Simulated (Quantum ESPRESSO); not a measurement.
# Several settings converged on the (111) slab of VRe (cut from a parent of space group no. 65; 6 atoms in the cell)

```yaml
crystal:
  lattice:
    - [2.64683, 0.00000, 0.00000]
    - [1.71667, 4.88464, 0.00000]
    - [0.00000, 0.00000, 18.27092]
  atoms:
    - { symbol: Re, position: [0.83253, 0.84188, 0.38312] }
    - { symbol: Re, position: [0.35087, 0.58453, 0.50000] }
    - { symbol: Re, position: [0.86921, 0.32717, 0.61688] }
    - { symbol: V, position: [0.83253, 0.34188, 0.38312] }
    - { symbol: V, position: [0.35087, 0.08453, 0.50000] }
    - { symbol: V, position: [0.86921, 0.82717, 0.61688] }
```

Base method: LDA (PW92), PseudoDojo standard norm-conserving (LDA) pseudopotentials (plane waves; Quantum ESPRESSO).

Base settings: ecutwfc = 85 Ry; occupations = smearing; smearing = fd; degauss = 0.0073499 Ry; potentials = {Re: Re.upf, V: V.upf}; K_POINTS = automatic 6 3 1 0 0 0; conv_thr = 1e-09 Ry; mixing_beta = 0.3.

The count of work is k-points × plane waves × bands × iterations; it is no time. Core times come from one kind of shared machine, to one figure; runs under 30 s give none.

**The vacuum**

The mesh stays at the base's, so the ladder's end is converged at best in this setting alone.

Only quantities that move along the ladder and can be compared are tabulated.

```csv
vacuum between outermost atoms (Å),free energy less the last step's (meV/atom),largest difference of a force vector from the last step's (eV/Å),count of work / last,core time / last (rough)
3.0,-371.55,1.404,0.38,0.3
5.0,-34.88,0.134,0.53,0.4
7.0,-2.77,0.018,0.67,0.5
12.0,0.00,0.001,1.0,0.9
14.0,0.00,0.000,1.0,1
```

Smallest vacuum between outermost atoms (Å) that holds the forces within 0.005 eV/Å of the last step, with all finer ones: 12.0; the step before is off by 0.018 eV/Å.

Smallest vacuum between outermost atoms (Å) that holds the free energy within 2 meV/atom of the last step, with all finer ones: 12.0; the step before is off by 2.8 meV/atom.

**The k-point mesh**

Only quantities that move along the ladder and can be compared are tabulated.

| K_POINTS | free energy less the last step's (meV/atom) | largest difference of a force vector from the last step's (eV/Å) | count of work / last | core time / last (rough) |
|---|---|---|---|---|
| automatic 3 2 1 0 0 0 | 112.37 | 0.147 | 0.29 | 0.2 |
| automatic 5 3 1 0 0 0 | -30.31 | 0.229 | 0.51 | 0.5 |
| automatic 6 3 1 0 0 0 | -11.54 | 0.119 | 0.59 | 0.6 |
| automatic 7 4 1 0 0 0 | 0.00 | 0.000 | 1.0 | 1 |

Coarsest K_POINTS that holds the free energy within 5 meV/atom: not settled: the last two steps still differ by 12 meV/atom, over half the tolerance, so the ladder does not show it.

Coarsest K_POINTS that holds the forces within 0.02 eV/Å: not settled: the last two steps still differ by 0.12 eV/Å, over half the tolerance, so the ladder does not show it.

**The plane-wave cutoff**

The mesh stays at the base's, so the ladder's end is converged at best in this setting alone.

Only quantities that move along the ladder and can be compared are tabulated.

```csv
ecutwfc,free energy less the last step's (meV/atom),largest difference of a force vector from the last step's (eV/Å),count of work / last,core time / last (rough)
42 Ry,2430.07,0.183,0.33,0.3
59 Ry,141.05,0.013,0.58,0.6
72 Ry,5.53,0.002,0.81,0.8
85 Ry,0.00,0.000,1.0,1
```

Coarsest ecutwfc that holds the free energy within 5 meV/atom: not settled: the last two steps still differ by 5.5 meV/atom, over half the tolerance, so the ladder does not show it.

Coarsest ecutwfc that holds the forces within 0.01 eV/Å of the last step, with all finer ones: 72 Ry; the step before is off by 0.013 eV/Å.

On the base run: the starting cell comes from a database of computed structures (which also holds hypothetical and non-ambient phases and stackings), without a prior relaxation at this level. The slab is cut from that crystal, and its faces are unrelaxed. Its lattice was rescaled by up to half a per cent. Spin polarisation is off. Without a gap this mesh is coarse (it stands for a supercell whose shortest in-plane vector is 16 Å).
